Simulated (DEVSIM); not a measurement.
Device: TaN/SiO2/p-Ge capacitor, at 300 K.

| layer (left to right) | material | thickness (nm) | Na (cm⁻³) |
|---|---|---|---|
| 1 | SiO2 | 17.0 | - |
| 2 | Ge | 1900 | 9.7e16 |

Metal gate on the left, work function 4.4 eV. Fixed charge at the semiconductor interface 0 cm⁻² (in units of +e); no interface traps.

Constants are typed, rounded textbook-type inputs, not results; the design itself was drawn at random and stands for no fabricated device. Values at 300 K.

| parameter | SiO2 | Ge |
|---|---|---|
| gap (eV) | 9 | 0.664 |
| affinity (eV) | 0.9 | 4 |
| permittivity | 3.9 | 16 |
| Nc (cm⁻³) | - | 1.04e19 |
| Nv (cm⁻³) | - | 6e18 |

DEVSIM, 1D Poisson equation in equilibrium, Boltzmann statistics, complete ionisation; no quantum confinement or tunnelling. Metal contacts follow the ideal Schottky-Mott rule: no Fermi-level pinning, no interface dipoles.

The substrate doping was swept, all else fixed.

```csv
substrate doping (cm^-3),minimum of the low-frequency capacitance (μF/cm²),flat-band voltage (V),threshold voltage (band bending 2φF) (V)
4.8e15,0.0460,-0.08,0.32
9.7e15,0.0547,-0.10,0.40
1.9e16,0.0659,-0.12,0.51
4.8e16,0.0839,-0.14,0.72
9.7e16,0.0983,-0.16,0.96
1.9e17,0.113,-0.17,1.29
```

From the first row to the last the minimum of the low-frequency capacitance goes from 0.0460 to 0.113. From the first row to the last the flat-band voltage goes from -0.08 to -0.17.
